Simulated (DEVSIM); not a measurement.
Schottky contact on n-type Si

Structure: Schottky contact on n-type Si, at 350 K.

```tsv
layer (left to right)	material	thickness (μm)	Nd (cm⁻³)	τn (s)	τp (s)
1	Si	0.440	4.7e15	0.00026	0.00026
```

Left contact: Schottky, work function 5 eV, emission velocity 1.9e6 cm/s. Right contact: ohmic. Voltage is applied to the left contact. Recombination: SRH at mid-gap, radiative. Mobility is constant in doping.

Constants are typed, rounded textbook-type inputs, not results; the design itself was drawn at random and stands for no fabricated device. Values at 300 K; Nc and Nv go as T^1.5, mobilities as T to minus their exponent, the gap by Varshni's rule with the affinity fixed.

```tsv
parameter	Si
gap (eV)	1.124
affinity (eV)	4.05
permittivity	11.7
Nc (cm⁻³)	2.86e19
Nv (cm⁻³)	3.1e19
μn (cm²/Vs)	1417
μp (cm²/Vs)	470
T exponent of μn	2.3
T exponent of μp	2.2
B (cm³/s)	4.7e-15
Varshni α (eV/K)	0.000473
Varshni β (K)	636
```

DEVSIM, 1D drift-diffusion, Boltzmann statistics, complete ionisation; no tunnelling, impact ionisation, image-force lowering or self-heating. Metal contacts follow the ideal Schottky-Mott rule: no Fermi-level pinning, no interface dipoles.

The potential step across the device at zero bias is 0.680 V. The largest field in the device at zero bias is 51000 V/cm and the dark forward voltage at 1 A/cm² is 0.387 V. The dark forward voltage at 100 A/cm² comes out as 0.544 V.

Dark reverse current:

| V (V) | J (A/cm²) |
|---|---|
| -0.04 | -6.2e-6 |
| -0.10 | -9.5e-6 |
| -0.20 | -1.2e-5 |
| -0.30 | -1.5e-5 |
| -0.40 | -1.8e-5 |
| -0.60 | -2.5e-5 |
| -0.80 | -3.1e-5 |
| -1.00 | -3.8e-5 |
| -1.30 | -4.9e-5 |
| -1.60 | -6.0e-5 |
| -2.00 | -7.4e-5 |

Dark forward current:

```tsv
V (V)	J (A/cm²)
0.05	2.9e-5
0.10	0.00016
0.15	0.00074
0.20	0.0034
0.25	0.016
0.30	0.072
0.35	0.33
0.40	1.5
0.45	6.8
0.50	29
0.55	120
0.60	420
0.65	1300
0.70	3200
```
